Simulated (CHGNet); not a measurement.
**AlB2-type MgB₂**

These are the machine-learned potential CHGNet-r²SCAN (trained on r²SCAN data) values and carry that method's errors.

Cell: relaxed at this level.

```
Property                          Value
------------------------------  -------
equilibrium lattice constant a  3.062 Å
c axis length                   3.523 Å
```

Measured, for comparison: lattice constant a 3.083 Å, lattice parameter c 3.521 Å (300 K, not corrected to a static lattice; as tabulated in Loa et al. (2002), arXiv:cond-mat/0206051). Computed (rounded) less measured: lattice constant a -0.7 %, lattice parameter c +0.1 %. A static lattice is as a rule a little smaller and stiffer than an uncorrected measurement, which narrows the difference in the lattice constant a and would widen misses of the other sign.

A machine-learned potential is trained on density-functional data: it inherits that level's misses and adds fitting errors of its own.
